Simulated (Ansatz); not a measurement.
# LaCoO3 in the cubic perovskite structure (space group Pm-3m, No. 221; ferromagnetic)

```yaml
crystal:
  lattice:
    - [3.77833, 0.00000, 0.00000]
    - [0.00000, 3.77833, 0.00000]
    - [0.00000, 0.00000, 3.77833]
  atoms:
    - { symbol: La, position: [0.50000, 0.50000, 0.50000] }
    - { symbol: Co, position: [0.00000, 0.00000, 0.00000] }
    - { symbol: O, position: [0.50000, 0.00000, 0.00000] }
    - { symbol: O, position: [0.00000, 0.50000, 0.00000] }
    - { symbol: O, position: [0.00000, 0.00000, 0.50000] }
```

Level of theory: PBEsol (Ansatz, a program for electronic structure, PAW, scalar-relativistic without spin-orbit coupling). Γ-centred 12×12×12 mesh, Fermi–Dirac width 0.05 eV.

The volume per atom comes out as 10.79 Å³ and the density is 7.57 g/cm³. The band gap is zero and the magnetic state comes out as ferromagnetic. The total energy is -2588.120 eV/atom (σ→0; compares only within this code and set-up).

Stability against distortions was not tested. No Hubbard U is applied and the magnetic state is the run's own (LaCoO3 ferromagnetic); other magnetic orders, which need larger cells, were not tried and can change the gap. Many cubic perovskites are stable only at high temperature; tilts and polar distortions were not tested.
